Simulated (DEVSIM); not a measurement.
System: abrupt Si p-n junction, at 300 K.

Layer 1 from the left is Si, thickness (μm) 40.0, Na (cm⁻³) 3e16, τn (s) 8.6e-7, τp (s) 8.6e-7. Layer 2 from the left is Si, thickness (μm) 16.0, Nd (cm⁻³) 2.6e14, τn (s) 8.6e-7, τp (s) 8.6e-7.

Left contact: ohmic. Right contact: ohmic. Voltage is applied to the left contact. Recombination: SRH at mid-gap. Mobility is μmin + (μ − μmin)/(1 + (N/Nref)^α).

The device is made up for the run: typed textbook-type constants, with dimensions and the other settings drawn at random. Values at 300 K.

Si: gap (eV) 1.124, affinity (eV) 4.05, permittivity 11.7, Nc (cm⁻³) 2.86e19, Nv (cm⁻³) 3.1e19, μn (cm²/Vs) 1417, μp (cm²/Vs) 470, μn,min 52, μp,min 45, Nref,n 9.7e16, Nref,p 2.2e17, αn 0.68, αp 0.72.

Problem. Estimate by hand the built-in potential, the peak field at zero bias, the capacitance at -0.6 V, and compare with a numerical solution.

Solution. 
- Built-in potential: ni = √(Nc Nv) exp(−Eg/2kT) = 1.08e10 cm⁻³ with Eg = 1.124 eV; Vbi = kT/q ln(Na Nd/ni²) = 0.644 V; numerical 0.644 V.
- Peak field at zero bias: depletion approximation: W = √(2εVbi/(qN)) = 1.80 μm with N = 2.58e14 cm⁻³; field = 2Vbi/W = 7170 V/cm; numerical 10900 V/cm (estimate below by 34 %).
- Capacitance at -0.6 V: C = √(qεN / 2(Vbi + |V|)) = 4.15 nF/cm²; numerical 4.28 nF/cm² (estimate below by 3.0 %).

Model (solved in DEVSIM): 1D drift-diffusion, Boltzmann statistics, complete ionisation; no tunnelling, impact ionisation, image-force lowering or self-heating.
